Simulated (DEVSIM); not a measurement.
System: abrupt InP n-p junction, at 400 K.

| layer (left to right) | material | thickness (μm) | Nd (cm⁻³) | Na (cm⁻³) | τn (s) | τp (s) |
|---|---|---|---|---|---|---|
| 1 | InP | 34.0 | 1.5e15 | - | 1.1e-8 | 1.1e-8 |
| 2 | InP | 0.330 | - | 7.5e17 | 1.1e-8 | 1.1e-8 |

Left contact: ohmic. Right contact: ohmic. Voltage is applied to the left contact. Recombination: SRH at mid-gap, radiative. Mobility is μmin + (μ − μmin)/(1 + (N/Nref)^α).

The device is made up for the run: typed textbook-type constants, with dimensions and the other settings drawn at random. Values at 300 K; Nc and Nv go as T^1.5, mobilities as T to minus their exponent, the gap by Varshni's rule with the affinity fixed.

```
parameter              InP
----------------  --------
gap (eV)             1.344
affinity (eV)         4.38
permittivity          12.5
Nc (cm⁻³)           5.7e17
Nv (cm⁻³)           1.1e19
μn (cm²/Vs)           5200
μp (cm²/Vs)            170
μn,min                 400
μp,min                  10
Nref,n                3e17
Nref,p              4.9e17
αn                    0.47
αp                    0.62
T exponent of μn         2
T exponent of μp         2
B (cm³/s)          1.2e-10
Varshni α (eV/K)  0.000363
Varshni β (K)          162
```

DEVSIM, 1D drift-diffusion, Boltzmann statistics, complete ionisation; no tunnelling, impact ionisation, image-force lowering or self-heating.

Tabulate band edges, carrier densities and field at zero bias.

Energies count from the Fermi level of the right contact; mesh points crowd at the junctions.

```
x (μm)   Ec (eV)  Ev (eV)  n (cm⁻³)  p (cm⁻³)  field (V/cm)
-------  -------  -------  --------  --------  ------------
0.000      0.220   -1.092    1.5e15    300000           ≈ 0
0.02811    0.220   -1.092    1.5e15    300000           ≈ 0
0.08909    0.220   -1.092    1.5e15    300000           ≈ 0
0.2214     0.220   -1.092    1.5e15    300000           ≈ 0
0.6560     0.220   -1.092    1.5e15    300000           ≈ 0
1.451      0.220   -1.092    1.5e15    300000           ≈ 0
3.177      0.220   -1.092    1.5e15    300000           ≈ 0
8.844      0.220   -1.092    1.5e15    300000           ≈ 0
18.96      0.220   -1.092    1.5e15    300000           ≈ 0
26.79      0.220   -1.092    1.5e15    300000           ≈ 0
30.69      0.220   -1.092    1.5e15    300000           ≈ 0
32.82      0.222   -1.089    1.4e15    320000           190
33.47      0.398   -0.914    8.6e12     5.2e7          7900
33.77      0.731   -0.580     5.4e8    8.2e11         14000
33.93      0.996   -0.315    250000    1.8e15         18000
33.98      1.101   -0.210     12000    3.8e16         27000
34.01      1.190   -0.122       900    5.0e17         24000
34.04      1.204   -0.107       600    7.5e17           110
34.13      1.204   -0.107       590    7.5e17           ≈ 0
34.23      1.204   -0.107       590    7.5e17           ≈ 0
34.29      1.204   -0.107       590    7.5e17           ≈ 0
34.33      1.204   -0.107       590    7.5e17           ≈ 0
```
